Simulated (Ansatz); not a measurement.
We consider Ti5Te4 (I4/m, No. 87), described by PBEsol-D3(BJ) (Ansatz, a first-principles code, plane waves, PAW).

Run with plane-wave cutoff 520 eV, 16×16×16 k mesh, Fermi–Dirac smearing 0.05 eV, no spin polarisation, scalar-relativistic PAW data made under PBE.

Cell (relaxed at this level):

```cif
data_Te8Ti10
_chemical_formula_sum 'Ti10 Te8'
_space_group_name_H-M_alt 'I4/m'
_space_group_IT_number 87
_space_group_name_Hall '-I 4'
_cell_length_a 9.90561
_cell_length_b 9.90561
_cell_length_c 3.57806
_cell_angle_alpha 90.000
_cell_angle_beta 90.000
_cell_angle_gamma 90.000
loop_
_atom_site_label
_atom_site_type_symbol
_atom_site_symmetry_multiplicity
_atom_site_Wyckoff_symbol
_atom_site_fract_x
_atom_site_fract_y
_atom_site_fract_z
_atom_site_occupancy
Ti1 Ti 2 a 0.00000 0.00000 0.00000 1
Ti2 Ti 8 h 0.31229 0.37179 0.00000 1
Te1 Te 8 h 0.05334 0.28540 0.00000 1
```
(The calculation used a cell of 9 atoms; values per cell refer to that cell.)

**Question.** Predict the bulk modulus B0 and pressure derivative B′ of the bulk modulus.

**Answer.** 
- bulk modulus B0: 91.9 GPa
- pressure derivative B′ of the bulk modulus: 4.8

The run finds no gap.

Note: the volume lies 10 % below that of the published cell; the bulk modulus comes from volumes at which shape and atoms were relaxed.

Spin–orbit coupling is not included; it can open a gap where bands touch, and shift volumes and moduli.

The result took around 5 core-hours (rough).
